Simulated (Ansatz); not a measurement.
## SnO2 (I4₁/amd, No. 141, 6 atoms in the cell; start mp-755071; a measured phase of this formula has another space group)

Calculation: LDA in Ansatz (plane waves, PAW).

Settings: plane-wave cutoff 520 eV, 12×12×12 k mesh, Fermi–Dirac smearing 0.01 eV, scalar-relativistic PAW data made under PBE.

Cell (relaxed at this level):

```
SnO2
1.0
   -1.98602     1.98602     5.09026
    1.98602    -1.98602     5.09026
    1.98602     1.98602    -5.09026
Sn O
2 4
Direct
  0.75000   0.25000   0.50000
  0.00000   0.00000   0.00000
  0.79701   0.79701   0.00000
  0.54701   0.04701   0.50000
  0.95299   0.45299   0.50000
  0.20299   0.20299   0.00000
```

- band gap = 1.73 eV
- smallest direct gap on the k points sampled = 2.13 eV

Spin–orbit coupling is not included.

Computed values are for the static lattice.

It cost around 40 core-seconds (rough) of CPU time.

A start named mp-… is a Materials Project structure, which need not be a measured phase.

Ansatz is a first-principles code.
